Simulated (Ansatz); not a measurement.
The reference is GaP in the zinc blende structure (space group F-43m, No. 216; a = 5.439 Å). Axes: x, y, z lie along the cube axes.

Method: PBEsol (Ansatz, a quantum-chemistry and plane-wave program), no spin-orbit coupling, earlier PAW set.

Strains are applied to the cell and any free atomic positions relax; under biaxial strain the out-of-plane vector relaxes too.

One change was made to it. Results:

```tsv
quantity	base	after
pressure (mean of the normal stresses, compression positive)	0.00 GPa	1.34 GPa
band gap	1.45 eV	1.30 eV
```

Question: What was done to the base?
A) biaxial strain +3.58 %, plane normal [001], relaxed out of plane
B) biaxial strain −1.36 %, plane normal [001], relaxed out of plane
C) biaxial strain −3.68 %, plane normal [111], relaxed out of plane
D) isotropic strain +1.55 %

Answer: B, biaxial strain −1.36 %, plane normal [001], relaxed out of plane. For comparison, the band gap in the other runs: biaxial strain +3.58 %, plane normal [001], relaxed out of plane gives 0.90 eV; isotropic strain +1.55 % gives 1.42 eV; biaxial strain −3.68 %, plane normal [111], relaxed out of plane gives 0.97 eV.

Whether these cells are dynamically stable was not tested.
